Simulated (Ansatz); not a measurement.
A computed series for TiB2: response to strain

The reference is TiB$_{2}$ (space group P6/mmm, No. 191).

```xyz
3
Lattice="2.9939 0.0000 0.0000 -1.4970 2.5928 0.0000 0.0000 0.0000 3.1595" Properties=species:S:1:pos:R:3 pbc="T T T"
Ti     0.0000     0.0000     0.0000
B      1.4970     0.8643     1.5798
B      0.0000     1.7285     1.5798
```

Cartesian axes are those of the cell as printed.

Strains are applied to the cell and any free atomic positions relax.

Calculations: plane-wave PAW DFT at the LDA level (Ansatz, an electronic-structure program, 420 eV), without spin-orbit coupling.

Notes on the quantities. energy relative to the base: free energy F; pressure: mean of the normal stresses, compression positive.

```csv
variant,energy relative to the base,pressure,volume per atom
base,0 meV/atom,0.0 GPa,8.18 Å³
tensor shear ε_xz = +1.71 %,+8.6 meV/atom,0.4 GPa,8.17 Å³
tensor shear ε_xz = +1.14 %,+3.8 meV/atom,0.2 GPa,8.17 Å³
tensor shear ε_xz = +0.29 %,+0.2 meV/atom,0.0 GPa,8.18 Å³
tensor shear ε_xz = +2.00 %,+12 meV/atom,0.6 GPa,8.17 Å³
tensor shear ε_xz = +1.43 %,+6.0 meV/atom,0.3 GPa,8.17 Å³
tensor shear ε_xz = +0.86 %,+2.2 meV/atom,0.1 GPa,8.17 Å³
tensor shear ε_xz = +0.57 %,+1.0 meV/atom,0.0 GPa,8.18 Å³
```

A case with no gap was solved on a k-mesh chosen for an insulator, which is coarse for it. Without a gap, meshes like the base's 13×13×10 leave anisotropic stresses uncertain by several tenths of a GPa, and small strain energies with them. Stability against distortions was not tested. All final runs are without spin polarisation.
